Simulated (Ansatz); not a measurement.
Consider Bi₂Se₃ in the Bi2Te3 type structure (space group R-3m, No. 166; a = 4.144 Å, c = 28.445 Å (hexagonal axes)).

Levels (all Ansatz, a program for electronic structure, PAW, earlier PAW set): PBE-D3(BJ) (420 eV, no SOC); r2SCAN (500 eV, without spin-orbit coupling); HSE06 (420 eV, without spin-orbit coupling).

At the geometry relaxed with PBE-D3(BJ), these levels gave the following band gaps, in shuffled order: (a) 0.16 eV, (b) 0.43 eV, (c) 0.58 eV.

Task: Match each gap to its level.

Result: (a) PBE-D3(BJ); (b) r2SCAN; (c) HSE06.

Single points use the geometry relaxed with PBE-D3(BJ). With Bi present, leaving out spin-orbit coupling can change the band edges. Stability against distortions was not tested. The zero or small gap of Bi2Se3 can change with the level of theory.
